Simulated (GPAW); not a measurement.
# GPAW run on SiO₂ (P4_2/mnm, 6 atoms in the cell): self-consistent single point

Method: PBE, GPAW PAW datasets PBE (gpaw-data 1.0.1) (plane waves; GPAW).

The input file:

```python
from ase import Atoms
from ase.units import GPa
from gpaw import GPAW, PW, FermiDirac

atoms = Atoms(['Si', 'Si', 'O', 'O', 'O', 'O'],
              cell=[[4.222218, 0.000000, 0.000000],
                    [0.000000, 4.222218, 0.000000],
                    [0.000000, 0.000000, 2.696967]],
              scaled_positions=[[0.000000, 0.000000, 0.000000],
                                [0.500000, 0.500000, 0.500000],
                                [0.306000, 0.306000, 0.000000],
                                [0.806000, 0.194000, 0.500000],
                                [0.194000, 0.806000, 0.500000],
                                [0.694000, 0.694000, 0.000000]],
              pbc=True)

calc = GPAW(mode=PW(950),
            xc='PBE',
            kpts={'size': (5, 5, 8), 'gamma': True},
            occupations=FermiDirac(0.05),
            nbands=-6,
            convergence={'bands': -4},
            symmetry={'symmorphic': False, 'tolerance': 0.0005},
            maxiter=150,
            txt='-')

atoms.calc = calc

energy = atoms.get_potential_energy()
print('Energy (eV):', round(energy, 6))
forces = atoms.get_forces()
print('Forces (eV/Ang):')
print(forces.round(5))
stress = atoms.get_stress()
print('Stress (GPa, Voigt):', (stress / GPa).round(4))
```

Output, abridged:

```
Input parameters:
  convergence: {bands: -4}
  kpts: {gamma: True,
         size: (5, 5, 8)}
  maxiter: 150
  mode: {ecut: 950.0,
         name: pw}
  nbands: -6
  occupations: {fixmagmom: False,
                name: fermi-dirac,
                width: 0.05}
  symmetry: {symmorphic: False,
             tolerance: 0.0005}
  xc: PBE

species:
  Si:
    name: Silicon
    Z: 14.0
    valence: 4
    core: 10
    charge: 0.0
    file: Si.PBE.gz

    # Using partial waves for Si as LCAO basis

  O:
    name: Oxygen
    Z: 8.0
    valence: 6
    core: 2
    charge: 0.0
    file: O.PBE.gz

    # Using partial waves for O as LCAO basis

Reference energy: -23936.097705  # eV

Spin-paired calculation

Convergence criteria:
 Maximum [total energy] change in last 3 cyles: 0.0005 eV / valence electron
 Maximum integral of absolute [dens]ity change: 0.0001 electrons / valence electron
 Maximum integral of absolute [eigenst]ate change: 4e-08 eV^2 / valence electron
 Maximum number of scf [iter]ations: 150

Symmetries present (total): 16
Symmetries with fractional translations: 8
200 k-points: 5 x 5 x 8 Monkhorst-Pack grid + [0.000000,0.000000,1/16]
30 k-points in the irreducible part of the Brillouin zone
       k-points in crystal coordinates                weights
   0:     0.00000000    0.00000000    0.00000000          1/200
   1:     0.00000000    0.00000000    0.12500000          2/200
   2:     0.00000000    0.00000000    0.25000000          2/200
   [... 7 lines left out ...]
          ...
  29:     0.40000000    0.40000000    0.50000000          4/200

Wave functions: Plane wave expansion
  Cutoff energy: 950.000 eV
  Number of coefficients (min, max): 3179, 3209
  Pulay-stress correction: 0.000000 eV/Ang^3 (de/decut=0.000000)

Occupation numbers: Fermi-Dirac:
  width: 0.0500  # eV

Eigensolver

Densities:
  Coarse grid: 32*32*20 grid
  Fine grid: 64*64*40 grid
  Total Charge: 0.000000

Density mixing:
  Method: separate
  Backend: pulay
  Linear mixing parameter: 0.05
  old densities: 5
  Damping of long wavelength oscillations: 50

Hamiltonian:
  XC and Coulomb potentials evaluated on a 64*64*40 grid
  External potential:
    NoExternalPotential

XC parameters: PBE with 2 nearest neighbor stencil

Number of atoms: 6
Number of atomic orbitals: 24
Number of bands in calculation: 22
Number of valence electrons: 32
Bands to converge: 18

Density initialized from atomic densities
  22 bands from LCAO basis set

Atomic positions and initial magnetic moments

Positions:
   0 Si     0.000000    0.000000    0.000000    ( 0.0000,  0.0000,  0.0000)
   1 Si     2.111109    2.111109    1.348483    ( 0.0000,  0.0000,  0.0000)
   2 O      1.291999    1.291999    0.000000    ( 0.0000,  0.0000,  0.0000)
   3 O      3.403108    0.819110    1.348483    ( 0.0000,  0.0000,  0.0000)
   4 O      0.819110    3.403108    1.348483    ( 0.0000,  0.0000,  0.0000)
   5 O      2.930219    2.930219    0.000000    ( 0.0000,  0.0000,  0.0000)

Unit cell:
           periodic     x           y           z      points  spacing
  1. axis:    yes    4.222218    0.000000    0.000000    32     0.1319
  2. axis:    yes    0.000000    4.222218    0.000000    32     0.1319
  3. axis:    yes    0.000000    0.000000    2.696967    20     0.1348

  Lengths:   4.222218   4.222218   2.696967
  Angles:   90.000000  90.000000  90.000000

Effective grid spacing dv^(1/3) = 0.1329

     iter     time        total  log10-change:
                         energy   eigst   dens
iter:   1 --:--:--   -50.892883   +0.43
iter:   2 --:--:--   -49.863996   -0.54  -0.77
iter:   3 --:--:--   -46.769116   -0.34  -0.83
iter:   4 --:--:--   -46.881645   -0.92  -1.18
iter:   5 --:--:--   -46.867064   -1.34  -1.35
iter:   6 --:--:--   -46.848756   -2.36  -1.99
iter:   7 --:--:--   -46.855765   -2.67  -2.64
iter:   8 --:--:--   -46.848183c  -2.98  -2.22
iter:   9 --:--:--   -46.848189c  -4.04  -3.38
iter:  10 --:--:--   -46.848391c  -4.21  -3.26
iter:  11 --:--:--   -46.848200c  -4.20  -3.00
iter:  12 --:--:--   -46.848181c  -5.17  -3.57
iter:  13 --:--:--   -46.848179c  -5.69  -4.04c
iter:  14 --:--:--   -46.848179c  -6.20  -4.28c
iter:  15 --:--:--   -46.848179c  -6.64  -4.39c
iter:  16 --:--:--   -46.848179c  -7.04  -4.36c
iter:  17 --:--:--   -46.848180c  -7.15  -4.44c
iter:  18 --:--:--   -46.848180c  -7.43c -4.54c

Converged after 18 iterations.

Dipole moment: (-0.000000, -0.000000, -0.000000) |e|*Ang

Energy contributions relative to reference atoms: (reference = -23936.097705)

Kinetic:        +43.101086
Potential:      -37.433482
External:        +0.000000
XC:             -53.354388
Entropy (-ST):   -0.000000
Local:           +0.838605
SIC:             +0.000000
--------------------------
Free energy:    -46.848180
Extrapolated:   -46.848180

Showing only first 2 kpts
 Kpt  Band  Eigenvalues  Occupancy
  0    14      7.43699    2.00000
  0    15      8.26768    2.00000
  0    16     13.35656    0.00000
  0    17     14.84175    0.00000

  1    14      7.28833    2.00000
  1    15      8.08953    2.00000
  1    16     14.09918    0.00000
  1    17     15.89031    0.00000

Fermi level: 9.50591

Gap: 5.089 eV
Transition (v -> c):
  (s=0, k=0, n=15, [0.00, 0.00, 0.00]) -> (s=0, k=0, n=16, [0.00, 0.00, 0.00])
No difference between direct/indirect transitions
Energy (eV): -46.84818

Forces in eV/Ang:
  0 Si   -0.00000   -0.00000    0.00000
  1 Si    0.00000   -0.00000    0.00000
  2 O     0.01245    0.01245    0.00000
  3 O     0.01245   -0.01245    0.00000
  4 O    -0.01245    0.01245    0.00000
  5 O    -0.01245   -0.01245    0.00000

Stress tensor:
    -0.027264     0.000000     0.000000
     0.000000    -0.027264     0.000000
     0.000000     0.000000    -0.027751
Stress (GPa, Voigt): [-4.3681 -4.3681 -4.4462  0.      0.      0.    ]
```

The run converged in 18 iterations. GPAW prints stress with tension positive.

At such cutoffs GPAW's stress carries a finite-basis (Pulay) error, which enters relaxed cells too; its log prints stress with tension positive.

The starting cell has typed, rounded lattice constants, without a prior relaxation at this level. Its lattice was rescaled by a random factor within 2.5 % of one.

Cost on one core of a shared machine: roughly 40 s.
